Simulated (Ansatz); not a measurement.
HfN under load (space group I4/mmm): band-structure transport figures

Here is the system:

```
HfN
1.0
    0.00000     2.25783     2.24790
    2.25783     0.00000     2.24790
    2.25783     2.25783     0.00000
Hf N
1 1
Cartesian
  0.00000   0.00000   0.00000
  2.25783   2.25783   2.24790
```

Level of theory: PBEsol, rigid bands (plane waves, PAW, scalar-relativistic; Ansatz, a first-principles code). Condition of this run: biaxial stress xx = yy = -2 GPa (compression positive) (the target of the relaxation). Cell: cell and atoms relaxed with PBEsol, then loaded as said.

The density of states at the Fermi level comes out as 0.605 states/(eV·cell), both spins. The bare Sommerfeld coefficient is 0.71 mJ/(mol of atoms·K²) and the drude plasma energy comes out as 9.3 eV. The root-mean-square Fermi velocity is 1.1e6 m/s and the resistivity times τ comes out as 5.7 ×10⁻²² Ω·m·s.

A metal at this level (no band gap); rigid bands, thermally averaged at 300 K, both spins. Spin-orbit coupling is left out, which matters with elements this heavy. τ is one relaxation time for all states.
